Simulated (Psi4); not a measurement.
Psi4 1.11, M06-2X/def2-svpd: Mo(F)(H)5 ([F][MoH5]), 7 atoms. The geometry is a generated start, not checked to be a minimum at this level.

| Property | Result |
|---|---|
| task | gradient |
| method | m06-2x |
| basis | def2-svpd |
| memory | 7 GB |
| scf_type | df (default) |
| guess | auto, which took SAD (default) |
| diis_max_vecs | 10 (default) |
| scf_initial_accelerator | adiis (default) |
| e_convergence | 1e-08 (default) |
| d_convergence | 1e-08 (default) |
| effective core potentials | those of the basis set, past Kr |
| basis functions (reference run) | 97 |
| grid points (reference run) | 1294650 |

```xyz
7

Mo    -0.0143     0.1099    -0.0214
F     -0.2659     1.7637    -0.3761
H      1.0908     0.3245     1.2185
H      0.2279    -1.5353     0.3236
H     -1.0640    -0.4939    -1.1768
H     -1.2309    -0.0380     1.1163
H      1.2565    -0.1309    -1.0841
```

Yardstick: the run with dft_radial_points = 200, dft_spherical_points = 974, dft_pruning_scheme = none (default), which is not proven converged either. Single runs; times are not shown.

Settings tried, all else as in the reference:
- dft_radial_points = 35, dft_spherical_points = 110
- dft_radial_points = 99, dft_spherical_points = 590
- dft_radial_points = 75 (default), dft_spherical_points = 434
- dft_radial_points = 75 (default), dft_spherical_points = 302 (default)
- dft_radial_points = 50, dft_spherical_points = 194
- dft_radial_points = 25, dft_spherical_points = 50
- dft_radial_points = 150, dft_spherical_points = 770
- dft_radial_points = 99, dft_spherical_points = 590, dft_pruning_scheme = robust
- dft_radial_points = 75 (default), dft_spherical_points = 302 (default), dft_pruning_scheme = robust
- dft_radial_points = 75 (default), dft_spherical_points = 302 (default), dft_pruning_scheme = treutler
- dft_radial_points = 99, dft_spherical_points = 590, dft_pruning_scheme = treutler

### Question
Which settings reproduce the reference to 10 meV/atom in energy, 100 meV/Å in forces (largest component)?

### Answer
Within it: dft_radial_points = 150, dft_spherical_points = 770; dft_radial_points = 99, dft_spherical_points = 590, dft_pruning_scheme = treutler; dft_radial_points = 99, dft_spherical_points = 590; dft_radial_points = 99, dft_spherical_points = 590, dft_pruning_scheme = robust; dft_radial_points = 75 (default), dft_spherical_points = 302 (default), dft_pruning_scheme = treutler; dft_radial_points = 75 (default), dft_spherical_points = 302 (default); dft_radial_points = 75 (default), dft_spherical_points = 302 (default), dft_pruning_scheme = robust. At the edge (between 0.75 and 1.33 times the tolerance): dft_radial_points = 75 (default), dft_spherical_points = 434; dft_radial_points = 35, dft_spherical_points = 110. Outside: dft_radial_points = 50, dft_spherical_points = 194; dft_radial_points = 25, dft_spherical_points = 50.

```csv
setting,grid points,energy against the reference,difference in forces (largest component)
the reference,1294650,—,—
"dft_radial_points = 150, dft_spherical_points = 770",771310,−0.0069 meV/atom,3.1 meV/Å
"dft_radial_points = 99, dft_spherical_points = 590, dft_pruning_scheme = treutler",234037,+0.062 meV/atom,8.2 meV/Å
"dft_radial_points = 99, dft_spherical_points = 590",391137,+0.063 meV/atom,8.3 meV/Å
"dft_radial_points = 99, dft_spherical_points = 590, dft_pruning_scheme = robust",292933,+0.063 meV/atom,8.3 meV/Å
"dft_radial_points = 75 (default), dft_spherical_points = 302 (default), dft_pruning_scheme = treutler",95009,+4.5 meV/atom,74 meV/Å
"dft_radial_points = 75 (default), dft_spherical_points = 302 (default)",152891,+4.5 meV/atom,74 meV/Å
"dft_radial_points = 75 (default), dft_spherical_points = 302 (default), dft_pruning_scheme = robust",112433,+4.5 meV/atom,74 meV/Å
"dft_radial_points = 75 (default), dft_spherical_points = 434",219552,+3.5 meV/atom,100 meV/Å
"dft_radial_points = 35, dft_spherical_points = 110",26396,+12 meV/atom,120 meV/Å
"dft_radial_points = 50, dft_spherical_points = 194",66333,+30 meV/atom,420 meV/Å
"dft_radial_points = 25, dft_spherical_points = 50",8589,+28 meV/atom,1000 meV/Å
```

Total energies are compared; such shifts often cancel in part in energy differences. The gradients leave out the derivatives of the grid weights. No test of the SCF solution's stability was run. The tolerance is a choice made for this comparison.
